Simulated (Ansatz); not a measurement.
Input:

```
CELL_PARAMETERS angstrom
      0.00000     3.21965     3.25184
      3.21965     0.00000     3.25184
      3.21965     3.21965     0.00000
ATOMIC_POSITIONS crystal
  Mg 0.00000 0.00000 0.00000
  Te 0.25000 0.25000 0.25000
```

No spin polarisation.

Level of theory: plane-wave PAW DFT at the PBEsol level (Ansatz, a program for electronic structure, 420 eV), no SOC. Settings: 9×9×9 k-points, 0.05 eV Fermi–Dirac smearing.

**Question.** Predict the band gap.

**Answer.** 2.29 eV.

**Question.** What is the computed electron mass?

**Answer.** 0.16 mₑ (at Γ).

**Question.** Predict the valence-band top at Γ (three highest levels, from the VBM).

**Answer.** 0.00, 0.00, -0.03 eV.

**Question.** Predict the gap character.

**Answer.** Direct at Γ.

With Te present, leaving out spin-orbit coupling can change the band edges. The cells carry an imposed strain or load. Masses are band curvatures over ±0.01 Å⁻¹ around the edge. Stability against distortions was not tested. The cell was made from MgTe in the zinc blende structure (space group F-43m, No. 216) by this change: uniaxial strain ε_zz = +1.00 %.
